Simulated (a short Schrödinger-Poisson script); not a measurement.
## Gated In0.52Al0.48As/In0.53Ga0.47As δ-doped gas in a quantum well

System: gated In0.52Al0.48As/In0.53Ga0.47As δ-doped gas in a quantum well, at 300 K.

```tsv
layer	material	thickness (nm)	Na (cm⁻³)
1	In0.52Al0.48As	20	-
2	In0.52Al0.48As	3	-
3	In0.53Ga0.47As	8	-
4	In0.52Al0.48As	4000	1e16
```

The device is made up for the run: typed textbook-type constants, with dimensions and the other settings drawn at random. In0.52Al0.48As: permittivity 12.5, conduction-band edge (eV) 0.52, gap (eV) 1.45, electron mass (mₑ) 0.075, Nv at 300 K (cm⁻³) 1.1e19. In0.53Ga0.47As: permittivity 13.9, conduction-band edge (eV) 0, gap (eV) 0.74, Nv at 300 K (cm⁻³) 7.7e18.

Channel valleys (confinement mass, in-plane density-of-states mass, number): Γ 0.041, 0.041, 1. At the gate the conduction-band edge of layer 1 lies 0.65 eV − eVg above the Fermi level of the channel; the field vanishes at the back. Sheet of ionised δ-doping: +2.6e12 e/cm² at 20 nm from the gate. The barrier under the gate holds no holes. Gaps are held at their typed values at every temperature. Mesh 0.08 nm at interfaces.

Solved with a short Schrödinger-Poisson script written for these runs: 1D Poisson equation in equilibrium, electrons quantum, Hartree (BenDaniel-Duke, 40 states a valley, the channel's in-plane mass for all, wave functions free to enter the barrier), parabolic valleys, classical holes, full ionisation, no traps, pinning or gate leakage.

| Vg (V) | electrons (cm⁻²) | in the channel layer | C (μF/cm²) | Γ E0 (meV) | Γ E1 (meV) |
|---|---|---|---|---|---|
| 0.4 | 1.96e12 | 1.86e12 | 0.387 | -113.1 | 88.7 |
| 0.3 | 1.72e12 | 1.64e12 | 0.384 | -99.3 | 103.1 |
| 0.2 | 1.48e12 | 1.41e12 | 0.382 | -85.3 | 117.7 |
| 0.1 | 1.25e12 | 1.19e12 | 0.379 | -71.0 | 132.6 |
| 0 | 1.01e12 | 9.70e11 | 0.376 | -56.2 | 148.0 |
| -0.1 | 7.82e11 | 7.50e11 | 0.370 | -40.8 | 164.1 |
| -0.2 | 5.57e11 | 5.34e11 | 0.360 | -23.8 | 181.8 |
| -0.3 | 3.41e11 | 3.28e11 | 0.339 | -3.8 | 202.5 |
| -0.4 | 1.49e11 | 1.43e11 | 0.285 | 23.8 | 230.8 |
| -0.5 | 2.44e10 | 2.35e10 | 0.129 | 74.2 | 281.7 |
| -0.6 | 9.69e8 | 9.33e8 | 0.0394 | 158.3 | 365.8 |
| -0.7 | 2.85e7 | 2.74e7 | 0.0370 | 249.5 | 457.0 |

Gate voltages with under 1e6 electrons/cm² are left out.

Subbands count from the Fermi level.
